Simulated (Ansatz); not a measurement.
Consider K in the bcc (W type) structure (space group Im-3m, No. 229).

```xyz
1
Lattice="-2.6734 2.6734 2.6734 2.6734 -2.6734 2.6734 2.6734 2.6734 -2.6734" Properties=species:S:1:pos:R:3 pbc="T T T"
K      0.0000     0.0000     0.0000
```

The values are results of r2SCAN/PAW in Ansatz (a quantum-chemistry and plane-wave program), without spin-orbit coupling, not measurements.

Base values:

| Item | Result |
|---|---|
| Lattice parameter a | 5.347 Å |

Modification: every K is replaced by Na, then cell and atoms are relaxed.

**Question.** Estimate the effect on the lattice parameter a.

**Answer.** The lattice parameter a shrinks by 1.125 Å to 4.222 Å.

Whether these cells are dynamically stable was not tested.
